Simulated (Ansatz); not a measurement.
```
CELL_PARAMETERS angstrom
     15.50000     0.00000     0.00000
      0.00000    16.00000     0.00000
      0.00000     0.00000     6.35245
ATOMIC_POSITIONS crystal
  Ga 0.39612 0.44190 0.00474
  As 0.35415 0.41843 0.37126
  Ga 0.39612 0.55810 0.50474
  As 0.35415 0.58157 0.87126
  Ga 0.50000 0.38380 0.50475
  As 0.50000 0.33685 0.87125
  Ga 0.50000 0.61620 0.00475
  As 0.50000 0.66315 0.37125
  Ga 0.60388 0.44190 0.00474
  As 0.64585 0.41843 0.37126
  Ga 0.60388 0.55810 0.50474
  As 0.64585 0.58157 0.87126
```

Levels: PBE (plane waves to 420 eV, PAW; Ansatz, an electronic-structure program); PBE with spin-orbit coupling (Ansatz); r2SCAN (plane waves to 500 eV, PAW; Ansatz); HSE06 (Ansatz). Unmarked values and the geometry are of the first. Mesh 1×1×6. No spin polarisation, so a magnetic state wasn't tested. One-dimensional cell, images about 11 Å apart. A model structure. Symmetry and one short period hold its shape; lower forms weren't sought. Values not marked SOC lack spin–orbit coupling. HSE06 ran on a 1×1×3 mesh and at PBE's edge points. Buckling under compression is shut out by symmetry and the short period.

Problem. Say what this body is, and give its properties.

Solution. Bare wurtzite GaAs nanowire along [0001], 12 atoms a period. An idealised model, cut from the bulk lattice.
```
Item                                                                                                                   Value
---------------------------------------------------------  -----------------------------------------------------------------
largest distance between nuclei across the axis                                                                       5.22 Å
energy over the bulk wurtzite GaAs                                                                             +381 meV/atom
PBE gap                                                    0.64 eV, nearly direct, from k = 0.323 × 2π/c to k = 0.292 × 2π/c
electron mass along the axis (PBE)                                                                                   0.47 mₑ
hole mass along the axis (PBE)                                                                                       0.35 mₑ
valence and conduction edges under the vacuum level (PBE)                                                   5.39 and 4.74 eV
PBE+SOC gap at this geometry                                                                                         0.62 eV
r2SCAN gap at this geometry                                                                                          0.89 eV
HSE06 gap at this geometry                                                                                           1.28 eV
axial stiffness dF/dε                                                                                                  31 nN
```
